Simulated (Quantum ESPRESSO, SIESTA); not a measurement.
A Quantum ESPRESSO input for a self-consistent single point of LaAl₂BRu₂ (P1, 6 atoms in the cell) (DFT, PBEsol, plane waves, GBRV 1.5 ultrasoft (PBESOL) pseudopotentials):

```fortran
&CONTROL
    calculation = 'scf'
    prefix = 'run'
    outdir = './work'
    pseudo_dir = './'
    tprnfor = .true.
    tstress = .true.
/
&SYSTEM
    ibrav = 0
    nat = 6
    ntyp = 4
    ecutwfc = 40
    ecutrho = 320
    occupations = 'smearing'
    smearing = 'gaussian'
    degauss = 0.0036749
/
&ELECTRONS
    conv_thr = 1.0d-10
    mixing_beta = 0.5
/
ATOMIC_SPECIES
La   138.9055  la_pbesol_v1.uspp.F.UPF
Al    26.9815  al_pbesol_v1.uspp.F.UPF
B     10.8100  b_pbesol_v1.4.uspp.F.UPF
Ru   101.0700  ru_pbesol_v1.2.uspp.F.UPF
CELL_PARAMETERS {angstrom}
   4.2293500000     0.0000000000     0.0000000000
   0.0000000000     4.2293500000     0.0000000000
   0.0000000000     0.0000000000     5.6799200000
ATOMIC_POSITIONS {angstrom}
La   -0.0580097646    0.0439048824    2.8788504122
Al    2.1476343245    2.1369213810    4.2288197183
Al    2.1255994111    2.0845704867    1.4291985102
B    -0.0094060744   -0.0308065854   -0.0481998011
Ru    2.0943656613   -0.0065216577    0.0145633149
Ru    0.0438372128    2.1159564931    0.0166478455
K_POINTS {automatic}
5 5 4  0 0 0
```

Translate this input to SIESTA.

One input that does it (others would too):

```
# files in the folder: La.psml Al.psml B.psml Ru.psml (PseudoDojo PBEsol standard)
SystemName  LaAl2BRu2
SystemLabel LaAl2BRu2

NumberOfAtoms                6
NumberOfSpecies              4
%block ChemicalSpeciesLabel
  1 57 La
  2 13 Al
  3 5 B
  4 44 Ru
%endblock ChemicalSpeciesLabel
LatticeConstant              4.229350 Ang
%block LatticeVectors
     1.000000000    0.000000000    0.000000000
     0.000000000    1.000000000    0.000000000
     0.000000000    0.000000000    1.342977053
%endblock LatticeVectors
AtomicCoordinatesFormat      ScaledCartesian
%block AtomicCoordinatesAndAtomicSpecies
    -0.013716000    0.010381000    0.680683890  1
     0.507793000    0.505260000    0.999874619  2
     0.502583000    0.492882000    0.337923915  2
    -0.002224000   -0.007284000   -0.011396503  3
     0.495198000   -0.001542000    0.003443393  4
     0.010365000    0.500303000    0.003936266  4
%endblock AtomicCoordinatesAndAtomicSpecies

XC.functional                GGA
XC.authors                   PBEsol
PAO.BasisSize                DZP
PAO.EnergyShift              0.01 Ry
MeshCutoff                   350 Ry
%block kgrid.MonkhorstPack
    5   0   0  0.0
    0   5   0  0.0
    0   0   4  0.0
%endblock kgrid.MonkhorstPack
OccupationFunction           MP
OccupationMPOrder            0
ElectronicTemperature        50.0 meV

MaxSCFIterations             150
SCF.Mixer.Method             Pulay
SCF.Mixer.Weight             0.25
SCF.Mixer.History            6
SCF.DM.Tolerance             1.0E-04
Diag.ParallelOverK           true
WriteForces                  true
```

Basis, cutoffs, solver keys and any potentials are the target program's own. This input uses DFT, GGA PBEsol, numerical atomic orbitals DZP, PseudoDojo PBEsol standard norm-conserving potentials (rewritten from UPF to PSML).

The starting cell comes from a database of computed structures (which also holds hypothetical and non-ambient phases and stackings), without a prior relaxation at this level. For this run, on top of that: atoms moved at random.
